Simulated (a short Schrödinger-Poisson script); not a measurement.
Structure: MOS inversion layer, SiO2 on p-type Si(100), at 300 K.

| layer | material | thickness (nm) | Na (cm⁻³) |
|---|---|---|---|
| 1 | SiO2 | 2 | - |
| 2 | Si | 710 | 3.7e17 |

The device is made up for the run: typed textbook-type constants, with dimensions and the other settings drawn at random. SiO2: permittivity 3.9, conduction-band edge (eV) 3.15, gap (eV) 9, electron mass (mₑ) 0.5. Si: permittivity 11.7, conduction-band edge (eV) 0, gap (eV) 1.124, Nv at 300 K (cm⁻³) 3.1e19.

Channel valleys (confinement mass, in-plane density-of-states mass, number): Δ2 0.916, 0.19, 2; Δ4 0.19, 0.417, 4. At the gate the conduction-band edge of layer 1 lies 3.2 eV − eVg above the Fermi level of the channel; the field vanishes at the back. Gaps are held at their typed values at every temperature. Mesh 0.03 nm at interfaces.

From a short Schrödinger-Poisson script (our own, NumPy): 1D Poisson equation in equilibrium, electrons classical, Fermi-Dirac, parabolic valleys, classical holes, full ionisation, no traps, pinning or gate leakage.

The same stack at other levels of the model or other numerical settings:

```tsv
run	sheet density of all electrons at Vg = 1.7 V (cm⁻²)	sheet density of all electrons at Vg = 0.5 V (cm⁻²)	capacitance at Vg = 1.7 V (μF/cm²)	centroid of the channel electrons at Vg = 1.7 V (nm)	rough cost against the base
base	1.39e13	2.43e12	1.58	0.57	about 1
electrons treated as classical, Boltzmann	1.46e13	2.50e12	1.67	(withheld)	0.2
electrons treated as quantum, Hartree	1.24e13	(withheld)	1.49	1.31	8
mesh six times as coarse	1.37e13	2.38e12	1.56	(withheld)	0.4
```

Problem. Complete the blanks.

Solution. 
- mesh six times as coarse, centroid of the channel electrons at Vg = 1.7 V (nm): 0.65
- electrons treated as classical, Boltzmann, centroid of the channel electrons at Vg = 1.7 V (nm): 0.36
- electrons treated as quantum, Hartree, sheet density of all electrons at Vg = 0.5 V (cm⁻²): 1.78e12

The classical rows ignore confinement, and Boltzmann statistics overrate the density once the band edge passes the Fermi level.
